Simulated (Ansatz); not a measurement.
# Several settings converged on TiO2 (Imm2, 6 atoms in the cell)

```
CELL_PARAMETERS angstrom
     -1.88304     1.88304     4.73123
      1.88304    -1.88304     4.73123
      1.88304     1.88304    -4.73123
ATOMIC_POSITIONS crystal
  Ti 0.75528 0.25528 0.50000
  Ti 0.00000 0.00000 0.00000
  O  0.54200 0.04200 0.50000
  O  0.79200 0.79200 0.00000
  O  0.20800 0.20800 0.00000
  O  0.95800 0.45800 0.50000
```

Base method: LDA (PW92), default PAW files made with PBE (plane waves; Ansatz, an electronic-structure program).

Base settings: basis.ecutwfc = 420 eV; kpoints.mp_grid.grid = 6 6 6; hamiltonian.xc = lda; hamiltonian.pseudopotentials = {kind: paw} (the program's default PAW files); scf.occupations.method = fermi_dirac; scf.occupations.width = 0.02 eV.

The count of work is k-points × plane waves × bands × iterations; it is no time. 

**The cutoff for other potential files**

Level: DFT, LDA (PW92), plane waves, harder PAW files (source: ansatz) made with PBE.

In this ladder: hamiltonian.pseudopotentials = {kind: paw, source: ansatz}.

The second cell is the first with its lattice scaled by 0.98.

The mesh stays at the base's, so the ladder's end is converged at best in this setting alone.

The first pressure column holds Ansatz's estimate of the finite-basis (Pulay) stress, which hides part of the cutoff error; the other is without it.

Only quantities that move along the ladder and can be compared are tabulated.

```csv
basis.ecutwfc,free energy less the last step's (meV/atom),energy of the compressed cell less the first (meV/atom),pressure (GPa),pressure without the Pulay estimate (GPa),largest difference of a force vector from the last step's (eV/Å),count of work / last
420 eV,1477.27,40.92,0.47,-84.66,0.255,0.095
510 eV,414.64,13.93,-3.90,-32.69,0.023,0.14
650 eV,46.97,17.93,-2.94,-7.94,0.009,0.21
790 eV,3.54,17.87,-2.99,-3.48,0.001,0.28
930 eV,0.80,17.86,-2.98,-3.00,0.000,0.35
1115 eV,0.59,17.86,-2.98,-3.00,0.000,0.47
1395 eV,0.27,17.86,-2.98,-3.00,0.000,0.65
1860 eV,0.00,17.86,-2.98,-2.99,0.000,1.0
```

Coarsest basis.ecutwfc that holds the pressure without the Pulay estimate within 1 GPa of the last step, with all finer ones: 790 eV, at 0.28 of the last step's count of work; the step before is off by 5.0 GPa.

Coarsest basis.ecutwfc that holds the energy of the compressed cell less the first within 2 meV/atom of the last step, with all finer ones: 650 eV, at 0.21 of the last step's count of work; the step before is off by 3.9 meV/atom.

Coarsest basis.ecutwfc that holds the forces within 0.01 eV/Å of the last step, with all finer ones: 650 eV, at 0.21 of the last step's count of work; the step before is off by 0.023 eV/Å.

The energy difference between the two cells stays within 1 meV/atom of the last step's from 650 eV on, the total only from 930 eV on: much of the error is common to both cells and cancels.

At the lowest cutoff the pressure without the Pulay estimate lies 81.7 GPa under the last step's, the usual sign of Pulay stress in an incomplete plane-wave basis.

**The density cutoff**

The second cell is the first with its lattice scaled by 0.98.

The mesh stays at the base's, so the ladder's end is converged at best in this setting alone.

Only quantities that move along the ladder and can be compared are tabulated.

```csv
basis.ecutrho_ratio,free energy less the last step's (meV/atom),energy of the compressed cell less the first (meV/atom),pressure (GPa)
2,-3.33,17.49,-2.62
3,0.12,16.72,-3.25
4,0.00,16.74,-3.23
5,0.00,16.74,-3.23
6,0.00,16.74,-3.23
8,0.00,16.74,-3.23
10,0.00,16.74,-3.23
12,0.00,16.74,-3.23
16,0.00,16.74,-3.23
```

Coarsest basis.ecutrho_ratio that holds the free energy within 1 meV/atom of the last step, with all finer ones: 3; the step before is off by 3.3 meV/atom.

Coarsest basis.ecutrho_ratio that holds the energy of the compressed cell less the first within 0.5 meV/atom of the last step, with all finer ones: 3; the step before is off by 0.76 meV/atom.

Coarsest basis.ecutrho_ratio that holds the pressure within 0.05 GPa of the last step, with all finer ones: 3; the step before is off by 0.61 GPa.

The energy difference between the two cells stays within 1 meV/atom of the last step's from 2 on, the total only from 3 on: much of the error is common to both cells and cancels.

**The relaxed cell against the cutoff**

On TiO₂ (I4_1/amd, 6 atoms in the cell): atoms on their sites.

In this ladder: relax = cell and atoms.

The mesh stays at the base's, so the ladder's end is converged at best in this setting alone.

Only quantities that move along the ladder and can be compared are tabulated.

| basis.ecutwfc | relaxed volume (Å³/atom) | relaxation steps |
|---|---|---|
| 250 eV | 10.643 | 44 |
| 295 eV | 10.908 | 29 |
| 355 eV | 11.018 | 10 |
| 420 eV | 11.018 | 8 |
| 505 eV | 11.018 | 6 |
| 630 eV | 11.018 | 6 |
| 840 eV | 11.017 | 6 |

Coarsest basis.ecutwfc that holds the relaxed volume within 0.055 Å³/atom of the last step, with all finer ones: 355 eV; the step before is off by 0.11 Å³/atom.

At the lowest cutoff the cell relaxes to a volume 3.4 % smaller than at the highest. Ansatz relaxes on a stress corrected for the finite basis.

On the base run: the starting cell has typed, rounded lattice constants, without a prior relaxation at this level. Its lattice was rescaled by up to half a per cent. One atom was moved a little off its site on purpose.

Left out of this page: 1 run of the series failed or unconverged.

Keys are those of Ansatz 0.2.
